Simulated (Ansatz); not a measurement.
The starting structures come from a database of crystals and need not be the phases stable at ambient conditions.

 Where the default PAW files enter, the runs use the earlier of Ansatz's two default sets.

Inside the gap of an insulator the Bloch states are evanescent, with a wavenumber k + iκ along the transport direction.

Given:

```yaml
crystal:
  lattice:
    - [4.57711, 0.00000, 0.00000]
    - [2.28856, 4.67092, -0.09253]
    - [0.00000, 2.32031, 3.94490]
  atoms:
    - { symbol: Os, position: [0.99992, 0.00000, 0.50000] }
    - { symbol: O, position: [0.90403, 0.75881, 0.40424] }
    - { symbol: O, position: [0.66284, 0.24119, 0.59576] }
    - { symbol: O, position: [0.33683, 0.75918, 0.83708] }
    - { symbol: O, position: [0.09602, 0.24082, 0.16292] }
```

Space group of this cell: C2. The cell was relaxed by PBE-D3(BJ); by PBEsol its mean pressure is -1.7 GPa.

Transport runs along the normal of the first two printed cell vectors.

No gap correction and no spin-orbit coupling; mid-gap values are interpolated between computed energies.

Task: Predict the band gap and the smallest decay constant κ at mid-gap from Ansatz (a quantum-chemistry and plane-wave program) with PBEsol.

Result: Gap 3.29 eV on a 8×8×8 mesh; κ = 0.543 1/Å, at (0.000, 0.500) of the in-plane reciprocal vectors. At the zone centre, at the nearest computed energy, the slowest state has κ = 0.67 1/Å.
